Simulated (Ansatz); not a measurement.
Amorphous cells of 8 compositions: the gap between the highest filled and lowest empty level at the zone centre, by PBE and by a single point of HSE06 on the same geometry (PBE, scalar-relativistic without spin-orbit coupling (plane waves to 420 eV, PAW; Ansatz, a quantum-chemistry and plane-wave program); exact exchange cut at the cells' faces). The networks come from melt-quench runs on the CHGNet potential at compositions and starting densities chosen by hand, with anions pushed apart in the CHGNet dynamics, and DFT then relaxed them. The cells are small and were quenched far faster than real films, so single cells scatter. Defect or tail levels can set these gaps. The rows are the first to finish with both values and no moments.

```
cell                        PBE gap x (eV)  HSE06 gap y (eV)
--------------------------  --------------  ----------------
A (Zr20O41Zn, 5.37 g/cm3)             3.34              4.87
B (Zr20O41Na2, 5.16 g/cm3)            3.42          withheld
C (Zr20O41Li2, 5.21 g/cm3)            3.45              4.92
D (Zr20O41Mg, 5.24 g/cm3)             3.54              5.12
E (Zr20O41K2, 5.19 g/cm3)             3.58              5.09
F (Zr20O41Sr, 5.30 g/cm3)             3.61              5.14
G (Zr20O42Si, 5.14 g/cm3)             3.67              5.19
H (Zr20O42Ge, 5.24 g/cm3)             3.85              5.40
```

Question: Fit a straight line through the 7 full rows and predict the withheld value for B (Zr20O41Na2, 5.16 g/cm3).

Answer: Means: x = 3.577, y = 5.104. Slope = Σ(Δx Δy) / Σ(Δx²) = 0.1682 / 0.1579 = 1.06; the r.m.s. residual is 0.030. Prediction: 5.104 + 1.06 × (3.42 − 3.577) = 4.94. The run gave 4.88, 0.06 below the line.
